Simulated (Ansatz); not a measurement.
The starting structures come from a database of crystals and need not be the phases stable at ambient conditions.

 Where the default PAW files enter, the runs use the earlier of Ansatz's two default sets.

Inside the gap of an insulator the Bloch states are evanescent, with a wavenumber k + iκ along the transport direction.

Input:

```
InSe
1.0
    6.99216     0.00000     0.00000
    2.33072     8.30203     0.00000
    3.49608     0.00000     2.01846
In Se
2 2
Direct
  0.88781   0.33657   0.00000
  0.99997   0.00010   0.00000
  0.38486   0.84542   0.00000
  0.16966   0.49101   0.00000
```

Space group of this cell: R3m. The cell was relaxed by PBE-D3(BJ).

Transport runs along the normal of the first two printed cell vectors, the (110) plane of the conventional cell.

The gap is the functional's own, uncorrected, and κ follows it; spin-orbit coupling is left out. Mid-gap values are interpolated between the computed energies.

Problem. Give the band gap and the smallest decay constant κ at mid-gap that Ansatz (a program for electronic structure) with r2SCAN yields.

Solution. Gap 0.71 eV on a 14×14×14 mesh; κ = 0.099 1/Å, at (0.000, 0.500) of the in-plane reciprocal vectors. At the zone centre, at the nearest computed energy, the slowest state has κ = 0.20 1/Å.
